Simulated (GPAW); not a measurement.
Band structure of CuCl (F-43m, 2 atoms in the cell).

```
CuCl
1.0
    0.00000     2.65415     2.65415
    2.65415     0.00000     2.65415
    2.65415     2.65415     0.00000
Cu Cl
1 1
Direct
  0.00000   0.00000   0.00000
  0.25000   0.25000   0.25000
```

Method of the run: PBE, GPAW PAW datasets PBE (gpaw-data 1.0.1) (plane waves; GPAW).

Settings: mode = pw; ecut = 850 eV; xc = PBE; kpts = 11 11 11; mesh shift (steps) = 0 0 0; occupations.name = methfessel-paxton; occupations.width = 0.01 eV; occupations.order = 0; nbands = -4; convergence.bands = -2; symmetry.symmorphic = false; symmetry.tolerance = 0.0005; maxiter = 120; bandpath_npoints = 30.

The starting cell has typed, rounded lattice constants, without a prior relaxation at this level. Its lattice was rescaled by a random factor within 2.5 % of one.

Problem. Predict the gap along the standard path and the places of the band edges.

Solution. The gap along the path is 0.65 eV, direct at Γ to within 0.01 eV.

Levels in eV from the top of the valence band on the SCF mesh, bands 6 to 13:
```csv
point,6,7,8,9,10,11,12,13
Γ,-1.69,0.00,0.00,0.00,0.65,6.63,6.63,6.63
X,-1.56,-1.48,-1.26,-1.26,3.38,4.54,9.08,11.34
W,-1.79,-1.49,-1.26,-0.90,5.06,5.48,7.53,7.81
K,-1.61,-1.52,-1.16,-1.00,4.20,5.29,8.22,9.28
L,-1.61,-1.54,-0.64,-0.64,2.98,7.05,7.09,7.09
U,-1.61,-1.52,-1.16,-1.00,4.20,5.29,8.22,9.28
```
